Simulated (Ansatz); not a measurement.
# BeS: response to strain

Consider BeS in the zinc blende structure (space group F-43m, No. 216).

```xyz
2
Lattice="0.0000 2.3982 2.3982 2.3982 0.0000 2.3982 2.3982 2.3982 0.0000" Properties=species:S:1:pos:R:3 pbc="T T T"
Be     0.0000     0.0000     0.0000
S      1.1991     1.1991     1.1991
```

Cartesian axes are those of the cell as printed.

Strains are applied to the cell and any free atomic positions relax; under biaxial strain the out-of-plane vector relaxes too.

Computed with LDA (Ansatz, an electronic-structure program, PAW, spin-orbit coupling left out).

Notes on the quantities. pressure: mean of the normal stresses, compression positive.

```csv
variant,band gap,pressure,out-of-plane strain,smallest direct gap
base,2.82 eV,0.00 GPa,–,5.49 eV
"biaxial strain −2.50 %, plane normal [111], relaxed out of plane",2.59 eV,4.47 GPa,+1.05 %,4.92 eV
"biaxial strain −2.08 %, plane normal [111], relaxed out of plane",2.64 eV,3.66 GPa,+0.86 %,5.03 eV
"biaxial strain −1.67 %, plane normal [111], relaxed out of plane",2.68 eV,2.89 GPa,+0.69 %,5.13 eV
"biaxial strain −1.25 %, plane normal [111], relaxed out of plane",2.72 eV,2.13 GPa,+0.51 %,5.23 eV
"biaxial strain −0.42 %, plane normal [111], relaxed out of plane",2.79 eV,0.69 GPa,+0.17 %,5.42 eV
"biaxial strain +0.42 %, plane normal [111], relaxed out of plane",2.81 eV,-0.67 GPa,-0.18 %,5.44 eV
"biaxial strain +0.83 %, plane normal [111], relaxed out of plane",2.79 eV,-1.31 GPa,-0.33 %,5.39 eV
"biaxial strain +1.67 %, plane normal [111], relaxed out of plane",(withheld),(withheld),(withheld),(withheld)
"biaxial strain +2.08 %, plane normal [111], relaxed out of plane",2.75 eV,-3.13 GPa,-0.82 %,5.22 eV
```

Question: Complete the table.

Answer: 
- biaxial strain +1.67 %, plane normal [111], relaxed out of plane, band gap: 2.76 eV
- biaxial strain +1.67 %, plane normal [111], relaxed out of plane, pressure: -2.55 GPa
- biaxial strain +1.67 %, plane normal [111], relaxed out of plane, out-of-plane strain: -0.66 %
- biaxial strain +1.67 %, plane normal [111], relaxed out of plane, smallest direct gap: 5.28 eV

No phonon test of stability was made.
